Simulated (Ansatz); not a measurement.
```yaml
crystal:
  lattice:
    - [4.24551, 0.00000, 0.00000]
    - [-2.12275, 3.67672, 0.00000]
    - [0.00000, 0.00000, 7.00092]
  atoms:
    - { symbol: Cu, position: [0.66667, 0.33333, 0.87341] }
    - { symbol: Cu, position: [0.33333, 0.66667, 0.37341] }
    - { symbol: I, position: [0.66667, 0.33333, 0.50159] }
    - { symbol: I, position: [0.33333, 0.66667, 0.00159] }
```

Relaxed-ion tensors in this frame from r2SCAN in Ansatz (a program for electronic structure). Proper piezoelectric stress tensor e (C/m²):

```
 0.00   0.00   0.00   0.00   0.03   0.00
 0.00   0.00   0.00   0.03   0.00   0.00
 0.07   0.07  -0.07   0.00   0.00   0.00
```

Stiffness C (GPa):

```
65.0  35.0  27.7   0.0   0.0   0.0
35.0  65.0  27.7   0.0   0.0   0.0
27.7  27.7  80.6   0.0   0.0   0.0
 0.0   0.0   0.0  13.0   0.0   0.0
 0.0   0.0   0.0   0.0  13.0   0.0
 0.0   0.0   0.0   0.0   0.0  15.0
```

The cell is a database entry relaxed within its symmetry; it need not be the phase found at ambient conditions. Spin-orbit coupling is not included.

Task: Obtain the piezoelectric strain tensor d.

Result: d = e S with S = C⁻¹, in pC/N:

```
 0.0   0.0   0.0   0.0   2.3   0.0
 0.0   0.0   0.0   2.3   0.0   0.0
 1.2   1.2  -1.7   0.0   0.0   0.0
```
Away from Γ the polar cell without biaxial strain shows no imaginary mode on a 2×2×2 mesh.
